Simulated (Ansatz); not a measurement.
Bond-angle distributions (per cent of the angles at each element, bins of 10°) of a relaxed model of amorphous Si$_{24}$O$_{51}$Sc$_{2}$ at 2.26 g/cm³. Calculation: PBE, scalar-relativistic without spin-orbit coupling (plane waves to 420 eV, PAW; Ansatz, a first-principles code).

Preparation: random packing, a CHGNet melt and quench, and a DFT relaxation. O atoms were pushed apart under 1.9 Å during the dynamics, to hinder bonds among them. The hot cell started wider than the set density and was brought back towards it in steps. It is the lowest in DFT energy of 2 quenches. It is a model cell: composition and starting density were chosen by hand, and all elements were melted together. No dispersion term was used. Its density started from a set value of 2.28 and ended at 2.26 g/cm³. Cooling (nominally 320 K/ps over its main leg) ran many orders faster than in experiment, which tends to leave more defects and strain. Values belong to this one cell and scatter from quench to quench. Volume and shape were free in the relaxation.

Bonds are counted up to Si-Si 2.60 Å, Si-O 1.90 Å, Si-Sc 2.93 Å, O-O 1.58 Å, O-Sc 2.60 Å, Sc-Sc 3.41 Å. Two cations that share two anions don't count as bonded, nor two that share one unless they lie closer than Si-Si 2.38 Å, Si-Sc 2.85 Å, Sc-Sc 3.32 Å.

```json
[
 {"angle (°)": "50-60", "at Si": "0", "at O": "0"},
 {"angle (°)": "60-70", "at Si": "0", "at O": "0"},
 {"angle (°)": "70-80", "at Si": "0", "at O": "0"},
 {"angle (°)": "80-90", "at Si": "0", "at O": "4"},
 {"angle (°)": "90-100", "at Si": "3", "at O": "2"},
 {"angle (°)": "100-110", "at Si": "56", "at O": "7"},
 {"angle (°)": "110-120", "at Si": "38", "at O": "9"},
 {"angle (°)": "120-130", "at Si": "3", "at O": "25"},
 {"angle (°)": "130-140", "at Si": "0", "at O": "21"},
 {"angle (°)": "140-150", "at Si": "0", "at O": "19"},
 {"angle (°)": "150-160", "at Si": "0", "at O": "11"},
 {"angle (°)": "160-170", "at Si": "0", "at O": "4"},
 {"angle (°)": "170-180", "at Si": "0", "at O": "0"}
]
```

They go with these counts of neighbours within the cut-offs, cation contacts included: Si mean 4.0, most often 4; O mean 2.1, most often 2.
